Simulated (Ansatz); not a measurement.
## Pressure series in Ta

The parent structure is Ta in the bcc (W type) structure (space group Im-3m, No. 229; a = 3.3197 Å).

Cell and atoms are relaxed at each pressure.

Calculations: PBE (Ansatz, a program for electronic structure; PAW; 420 eV plane waves; no SOC), earlier PAW set.

```
P (GPa)  V (Å³/atom)
-------  -----------
-2.00         18.484
-1.00         18.387
1.80          18.129
4.20          17.920
8.99          17.534
18.00         16.900
30.00         16.190
45.00         15.450
60.00         14.831
```

**Question.** Fit a third-order Birch–Murnaghan equation of state.

**Answer.** Least squares on P(V) = (3B₀/2)[(V₀/V)^(7/3) − (V₀/V)^(5/3)]·[1 + (3/4)(B₀′ − 4)((V₀/V)^(2/3) − 1)] gives V₀ = 18.29 Å³/atom, B₀ = 198 GPa and B₀′ = 3.6.

Measured bulk modulus of Ta: 198 GPa (static lattice; corrected from measurement; as listed in H. Levämäki et al., Physical Review B (2014)); the computed value is 0 % below it.

Load acts through the strain it causes; cell and atoms are relaxed under it. No phonon test of stability was made. Competing high-pressure phases were not computed. The final runs are not spin-polarised.
